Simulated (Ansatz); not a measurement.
KTaO3 under a change: K on a Ta site (antisite), symmetric start

Take a 20-atom supercell of KTaO$_{3}$ in the cubic perovskite structure (space group Pm-3m, No. 221; a = 3.985 Å) at its relaxed geometry as the base.

Modification: one Ta atom is replaced by K, atoms relaxed at fixed cell.

Computed with PBEsol in Ansatz (plane waves to 420 eV, PAW, spin-orbit coupling left out). Γ-centred 4×4×4 mesh, Fermi–Dirac width 0.01 eV.

The gap of the supercell goes from 2.14 eV to zero and the total moment of the cell comes out as 4.0 μB. The energy gained by relaxation comes out as 2.35 eV and the largest displacement of a host atom from its site in the perfect cell comes out as 0.15 Å.

Final structure:

```
CELL_PARAMETERS angstrom
      3.98532    -3.98532    -3.98532
     -3.98532     3.98532    -3.98532
      3.98532     3.98532     3.98532
ATOMIC_POSITIONS crystal
  K  0.50000 0.50000 0.00000
  K  0.00000 0.00000 0.00000
  K  0.00000 0.50000 0.50000
  K  0.50000 0.00000 0.50000
  K  0.50000 0.50000 0.50000
  Ta 0.00000 0.00000 0.50000
  Ta 0.00000 0.50000 0.00000
  Ta 0.50000 0.00000 0.00000
  O  0.23093 0.50000 0.23093
  O  0.75000 0.00000 0.25000
  O  0.76907 0.50000 0.76907
  O  0.25000 0.00000 0.75000
  O  0.76907 0.76907 0.50000
  O  0.23093 0.23093 0.50000
  O  0.25000 0.75000 0.00000
  O  0.75000 0.25000 0.00000
  O  0.50000 0.23093 0.23093
  O  0.00000 0.75000 0.25000
  O  0.00000 0.25000 0.75000
  O  0.50000 0.76907 0.76907
```

The magnetic state is the one reached from the starting moments; the real material's order can differ, and small cells can't hold many antiferromagnetic ones. In so small a cell the defect repeats every few ångströms: this is an ordered compound, not a dilute defect. The mesh was chosen for an insulator and is coarse for the gapless case. The defect started on the symmetric site and kept its symmetry, so it may sit on a saddle. With Ta present, leaving out spin-orbit coupling can change the band edges. No Hubbard U is applied, and correlation can decide whether such a compound is a metal. The defect cell is spin-polarised and ends with 4.0 μB.

Ansatz is an electronic-structure program.
